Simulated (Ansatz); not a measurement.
**A computed series for YN: pressure series**

Base system: YN in the rock salt structure (space group Fm-3m, No. 225; a = 4.8561 Å).

Cell and atoms are relaxed at each pressure.

All numbers come from PBEsol (Ansatz, a quantum-chemistry and plane-wave program, PAW, no SOC).

Notes on the quantities. enthalpy: H = E + PV relative to the base's energy.

```csv
change,enthalpy,lattice parameter a,band gap
base,–,9.177 bohr,0.08 eV
pressure −2 GPa,-0.18 eV/atom,9.213 bohr,0.10 eV
pressure −1 GPa,-0.09 eV/atom,9.195 bohr,0.09 eV
pressure 3 GPa,+0.27 eV/atom,9.125 bohr,zero
pressure 5 GPa,+0.44 eV/atom,9.093 bohr,zero
pressure 7.5 GPa,+0.66 eV/atom,9.055 bohr,zero
pressure 10 GPa,+0.87 eV/atom,(withheld),zero
```

Task: Some entries are withheld; estimate them.

Result: 
- pressure 10 GPa, lattice parameter a: 9.018 bohr

A case with no gap was solved on a k-mesh chosen for an insulator, which is coarse for it. Load acts through the strain it causes; cell and atoms are relaxed under it. Stability against distortions was not tested. Competing high-pressure phases were not computed. The base started in Pnma and relaxed to Fm-3m at this level. The final runs are not spin-polarised. Gaps under 0.05 eV, about the width of the smearing, are given as zero. The zero or small gap of YN can change with the level of theory.
